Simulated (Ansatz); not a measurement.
GaAs (model structure, within 0.1 Å of P6₂22, No. 180, 6 atoms in the cell), treated with PBEsol (PAW; Ansatz, a program for electronic structure).

Numerical settings: plane-wave cutoff 520 eV, 18×18×6 k mesh (along the axes of the cell as run), Fermi–Dirac smearing 0.05 eV, scalar-relativistic PAW data made under PBE.

Cell (relaxed at this level):

```
CELL_PARAMETERS angstrom
      4.01781     0.00000     0.00000
     -2.00890     3.47952     0.00000
      0.00000     0.00000     8.78635
ATOMIC_POSITIONS crystal
  Ga 0.49988 0.00000 0.66667
  Ga 0.00000 0.49988 0.33333
  Ga 0.50012 0.50012 0.00000
  As 0.49995 0.00000 0.16667
  As 0.00000 0.49995 0.83333
  As 0.50005 0.50005 0.50000
```

Estimate the bulk modulus that the calculation returns.


* **bulk modulus**: 73.7 GPa

The run finds no gap.

Note: the bulk modulus is −V dP/dV from two relaxed cells at ±2 % in volume.

The computed numbers hold no vibrational or temperature effects.

Computing time: about 30 core-minutes (a rough figure).

A model structure was made by putting elements into a prototype or built by hand; it is no filed structure, need not be a known phase, and can be a saddle point held by its symmetry.
